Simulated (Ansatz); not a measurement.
Take SrZrO3 (space group I4/mcm, No. 140; a = 5.736 Å, c = 8.324 Å; a cell from a computed database, its experimental status unchecked) as the base.

Computed with PBEsol, PAW, 420 eV (Ansatz, an electronic-structure program; no spin-orbit coupling).

Before the change:

The smallest direct gap comes out as 3.75 eV and the c/a ratio is 1.451. The density is 5.50 g/cm³.

Perturbation: full substitution Sr → Be, then cell and atoms are relaxed.

Q: What happens to the smallest direct gap?

A: The smallest direct gap decreases by 2.90 eV (3.75 eV → 0.85 eV).

Q: Estimate the effect on the c/a ratio.

A: The c/a ratio falls by 0.059 (1.451 → 1.392).

Q: Predict the new density.

A: The density falls by 1.35 g/cm³ to 4.15 g/cm³.

Semilocal Kohn–Sham gaps tend to fall short of experiment. Stability against distortions was not tested. As relaxed here, ZrBeO3 is a hypothetical phase, not in the database extracts checked.
